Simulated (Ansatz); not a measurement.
Functionals compared on N on the 1x1 (111) surface of fcc Ni, ferromagnetic, one in a 2x2 cell, started at the site 'hollow Ni-Ni-Ni over Ni at depth 2.0 Å', in Ansatz (plane waves, PAW). The structure was relaxed with PBE; the other rows are single points on it, each with its references at the same level. Cutoff 420 eV.

Set-up: 17 atoms, 6.0 Å thick at the start under the adsorbate (thin: gaps and levels are the slab's own); mesh 7x7x1; 0.1 eV smearing; dipole correction on; 8 atoms held, the rest relaxed; held to the start's symmetry, so lower structures may exist; spin-polarised, no spin-orbit, no U, no dispersion correction. At the end it is bonded to 3 Ni. In PBE it is, or lies within 0.03 eV of, the lowest of the starts that converged. These notes are the PBE run's. Adsorption energies are against ½ N2(g). A negative adsorption energy means that the adsorbate is more stable on the surface than in its reference.

```csv
functional,adsorption energy (eV),work function of the top face (eV),change of the work function (eV),magnetic moment of the cell (μB),rough cost of the single point
PBE,-0.10,5.66,0.59,8.40,–
RPBE,0.22,5.50,0.60,8.53,about 6 core-minutes (a rough figure)
```

Ansatz is a quantum-chemistry and plane-wave program.
